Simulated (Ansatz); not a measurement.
**A computed series for Cu3N: pressure series**

Base system: Cu₃N (space group Pm-3m, No. 221; a = 3.7649 Å).

Cell and atoms are relaxed at each pressure.

Computed with PBEsol/PAW in Ansatz (an electronic-structure program), without spin-orbit coupling.

Notes on the quantities. enthalpy: H = E + PV relative to the base's energy.

| case | density | shortest interatomic distance | enthalpy |
|---|---|---|---|
| base | 6.37 g/cm³ | 1.882 Å | – |
| pressure −2 GPa | 6.27 g/cm³ | 1.892 Å | -0.17 eV/atom |
| pressure −1 GPa | 6.32 g/cm³ | 1.887 Å | -0.08 eV/atom |
| pressure 0.9 GPa | 6.41 g/cm³ | 1.878 Å | +0.07 eV/atom |
| pressure 2.1 GPa | 6.46 g/cm³ | 1.873 Å | +0.17 eV/atom |
| pressure 4.5 GPa | [?] | [?] | +0.37 eV/atom |
| pressure 9 GPa | 6.75 g/cm³ | 1.846 Å | +0.73 eV/atom |
| pressure 15 GPa | 6.97 g/cm³ | 1.826 Å | +1.19 eV/atom |
| pressure 22.5 GPa | 7.22 g/cm³ | 1.805 Å | +1.75 eV/atom |
| pressure 30 GPa | 7.44 g/cm³ | 1.787 Å | +2.29 eV/atom |

**Question.** Some entries are withheld; estimate them.

**Answer.** 
- pressure 4.5 GPa, density: 6.57 g/cm³
- pressure 4.5 GPa, shortest interatomic distance: 1.863 Å

Load acts through the strain it causes; cell and atoms are relaxed under it. Whether these cells are dynamically stable was not tested. No other phases were tried under pressure. The final runs are not spin-polarised.
